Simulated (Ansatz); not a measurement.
Defect migration in bcc Mo: Ru-vacancy pair (Ru on one host Mo site, one Mo site vacant), neutral cell. The step: direct exchange of Ru with the vacancy (Ru-vacancy distance between ideal sites 2.74 Å throughout); the atom moves 2.74 Å along (0.50, 0.50, 0.50) of the unit cell; the moving atom starts with neighbours Mo at 2.71, 2 Mo at 2.73, 3 Mo at 2.74, Mo at 2.75, 2 Mo at 3.13, Mo at 3.14, 2 Mo at 3.15, Mo at 3.18 Å and ends with Mo at 2.71, 2 Mo at 2.73, 3 Mo at 2.74, Mo at 2.75, 2 Mo at 3.13, Mo at 3.14, 2 Mo at 3.15, Mo at 3.18 Å. DFT values are from Ansatz (plane-wave PAW, 420 eV unless said) in a cell of 36 host sites, spin-restricted, static, with no finite-size correction. Forms of the defect that were not tried may lie lower. For the PBE band: the saddle point's order was not checked, and it lies on a symmetry element of the cell, where a band can be held.

```csv
Level,Forward barrier (eV),Cost of the band or of the saddle's single point
"CHGNet universal potential (has no charge state), its own band",0.68,-
"PBE, a 2×2×3 k-point mesh shifted by half a step, band relaxed",0.87,around 30 core-minutes (rough)
"PBE, a 3×3×5 k-point mesh shifted by half a step, same geometries",0.92,very roughly 4 core-minutes
"r2SCAN at 500 eV, a 2×2×3 k-point mesh shifted by half a step, same geometries",…,about 3 core-minutes (a rough figure)
```

Problem. Fill in the missing entries.

Solution. 
- r2SCAN at 500 eV, a 2×2×3 k-point mesh shifted by half a step, same geometries, Forward barrier (eV): 0.98

Ansatz is a first-principles code.
